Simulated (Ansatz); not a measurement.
How the enthalpy of formation of WGe2 (model structure, started from the C49 type, Cmcm, No. 63, 6 atoms in the cell) moves with the method

No measured value is used here.

```tsv
level (code)	value (eV/atom)
PBE (Ansatz)	[?]
PBEsol (Ansatz)	0.326
PBE-D3(BJ) (Ansatz)	0.323
```

What belongs in the gaps?


- PBE (Ansatz, an electronic-structure program), value (eV/atom): 0.415

Density-functional levels without +SOC have no spin–orbit coupling, which shifts binding energies of heavy elements. Each level is taken at its own relaxed cell. Ansatz's density-functional and Hartree–Fock values are scalar-relativistic unless marked +SOC, with PAW data made under PBE.

A model structure was made by putting elements into a prototype or built by hand; it is no filed structure, need not be a known phase, and can be a saddle point held by its symmetry.
